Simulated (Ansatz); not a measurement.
We consider MgAlNO (model structure, started from the AlSiCN type, P3m1, No. 156, 4 atoms in the cell), described by PBE (PAW; Ansatz, a program for electronic structure).

The input as run:

Ansatz 0.2 input:
```yaml
crystal:
  lattice:
    - [3.1798565994, 0.0, 0.0]
    - [-1.5899282997, 2.7538365955, 0.0]
    - [0.0, 0.0, 5.083113945]
  atoms:
    - { symbol: Al, position: [0.3333333333, 0.6666666667, 0.5027113006] }
    - { symbol: Mg, position: [0.6666666667, 0.3333333333, 1.0066069281] }
    - { symbol: O, position: [0.3333333333, 0.6666666667, 0.1412696886] }
    - { symbol: N, position: [0.6666666667, 0.3333333333, 0.5994020827] }
basis:
  ecutwfc: 520
  ecutrho_ratio: 4
  xc_grid: 2
kpoints:
  mp_grid: { grid: [12, 12, 8] }
  band_path:
    path:
      - [0.0, 0.0, 0.0]
      - [0.045455, 0.0, 0.0]
      - [0.090909, 0.0, 0.0]
      - [0.136364, 0.0, 0.0]
      - [0.181818, 0.0, 0.0]
      - [0.227273, 0.0, 0.0]
      - [0.272727, 0.0, 0.0]
      - [0.318182, 0.0, 0.0]
      - [0.363636, 0.0, 0.0]
      - [0.409091, 0.0, 0.0]
      - [0.454545, 0.0, 0.0]
      - [0.5, 0.0, 0.0]
      - [0.472222, 0.055556, 0.0]
      - [0.444444, 0.111111, 0.0]
      - [0.416667, 0.166667, 0.0]
      - [0.388889, 0.222222, 0.0]
      - [0.361111, 0.277778, 0.0]
      - [0.333333, 0.333333, 0.0]
      - [0.307692, 0.307692, 0.0]
      - [0.282051, 0.282051, 0.0]
      - [0.25641, 0.25641, 0.0]
      - [0.230769, 0.230769, 0.0]
      - [0.205128, 0.205128, 0.0]
      - [0.179487, 0.179487, 0.0]
      - [0.153846, 0.153846, 0.0]
      - [0.128205, 0.128205, 0.0]
      - [0.102564, 0.102564, 0.0]
      - [0.076923, 0.076923, 0.0]
      - [0.051282, 0.051282, 0.0]
      - [0.025641, 0.025641, 0.0]
      - [0.0, 0.0, 0.1]
      - [0.0, 0.0, 0.2]
      - [0.0, 0.0, 0.3]
      - [0.0, 0.0, 0.4]
      - [0.0, 0.0, 0.5]
      - [0.045455, 0.0, 0.5]
      - [0.090909, 0.0, 0.5]
      - [0.136364, 0.0, 0.5]
      - [0.181818, 0.0, 0.5]
      - [0.227273, 0.0, 0.5]
      - [0.272727, 0.0, 0.5]
      - [0.318182, 0.0, 0.5]
      - [0.363636, 0.0, 0.5]
      - [0.409091, 0.0, 0.5]
      - [0.454545, 0.0, 0.5]
      - [0.5, 0.0, 0.5]
      - [0.472222, 0.055556, 0.5]
      - [0.444444, 0.111111, 0.5]
      - [0.416667, 0.166667, 0.5]
      - [0.388889, 0.222222, 0.5]
      - [0.361111, 0.277778, 0.5]
      - [0.333333, 0.333333, 0.5]
      - [0.307692, 0.307692, 0.5]
      - [0.282051, 0.282051, 0.5]
      - [0.25641, 0.25641, 0.5]
      - [0.230769, 0.230769, 0.5]
      - [0.205128, 0.205128, 0.5]
      - [0.179487, 0.179487, 0.5]
      - [0.153846, 0.153846, 0.5]
      - [0.128205, 0.128205, 0.5]
      - [0.102564, 0.102564, 0.5]
      - [0.076923, 0.076923, 0.5]
      - [0.051282, 0.051282, 0.5]
      - [0.025641, 0.025641, 0.5]
      - [0.5, 0.0, 0.4]
      - [0.5, 0.0, 0.3]
      - [0.5, 0.0, 0.2]
      - [0.5, 0.0, 0.1]
      - [0.333333, 0.333333, 0.4]
      - [0.333333, 0.333333, 0.3]
      - [0.333333, 0.333333, 0.2]
      - [0.333333, 0.333333, 0.1]
    npoints: 1
hamiltonian:
  xc: pbe
  dispersion: none
  pseudopotentials: { kind: paw }
scf:
  occupations: { method: fermi_dirac, width: 0.01 }
  convergence: { dr2_threshold: 0.0000000004 }
output:
  forces: true
  stress: true
  eigenvalues: true
  write_bands: true
```

How many irreducible k-points, plane waves at Γ does the program set up, and what pressure does the run end with?

131 irreducible k-points, 1177 plane waves at Γ; P = 3.25 GPa, so the cell is compressed on average and its volume would grow at this level.

Excerpt of the program's output:

```
Crystal: 4 atoms, lattice volume = 44.512 Å³
Basis set: ecut = 520 eV, 1177 PW (Γ), exchange–correlation on 48×48×80 points (8 copies of the dense FFT grid, shifted against one another)
Bands: 16, of which v1, the nominal top of the filled ones, is band 12 counted from 1 (11 counted from 0)
Symmetry: 6 space group operations
Space group: P3m1 (ITA 156), of the structure as read, at distance tolerance 3.5e-5 Å
k-points: 131 of 1152 (time reversal used)
Functional: x = pbe(κ = 0.804, μ = 0.2195149727645171), c = pbe(β = 0.06672455060314922)
SCF iter   1: F=—  HF=-3418.153596 eV  |F-HF|=—  |Δ(HF+E_count)|=         —  Δρ=1.52e-3  dr2=8.85e-4
SCF iter   2: F=—  HF=-3418.153216 eV  |F-HF|=—  |Δ(HF+E_count)|=   3.80e-4  Δρ=6.43e-4  dr2=8.57e-5
  ...
SCF iter   6: F=—  HF=-3418.153289 eV  |F-HF|=—  |Δ(HF+E_count)|=   4.08e-8  Δρ=2.45e-6  dr2=1.68e-9
SCF iter   7: F=-3418.153289 eV  HF=-3418.153289 eV  |F-HF|=5.00e-12  |Δ(HF+E_count)|=   1.47e-9  Δρ=4.21e-7  dr2=4.62e-11
SCF 1 converged in 7 iterations: F = -3418.153289 eV  dr2 = 4.62e-11
SCF converged after 7 iterations
Free energy (F): -3418.153289 eV
Internal energy: -3418.153289 eV  (E = F + TS)
E sigma→0 (E₀):  -3418.153289 eV
Fermi energy:    8.064481 eV
--- Forces (eV/Å), atoms counted from 1 ---
  atom   1  Al     0.00000000     0.00000000     0.04264895
  atom   2  Mg     0.00000000    -0.00000000    -0.03723105
  atom   3  O      0.00000000    -0.00000000    -0.04418441
  atom   4  N      0.00000000    -0.00000000     0.03874914
--- Stress (GPa, compression-positive) ---
        3.188118       0.000000      -0.000000
        0.000000       3.188118       0.000000
       -0.000000       0.000000       3.370187
  P = ⅓ Tr σ = 3.2488 GPa (32.488 kbar)
```

Note: the relaxation could raise the start's symmetry but not lower it, so the cell can be a saddle point. Note: cell and atoms aren't relaxed at this level (largest force component 0.04 eV/Å, pressure 3.2 GPa).

A model structure was made by putting elements into a prototype or built by hand; it is no filed structure, need not be a known phase, and can be a saddle point held by its symmetry.
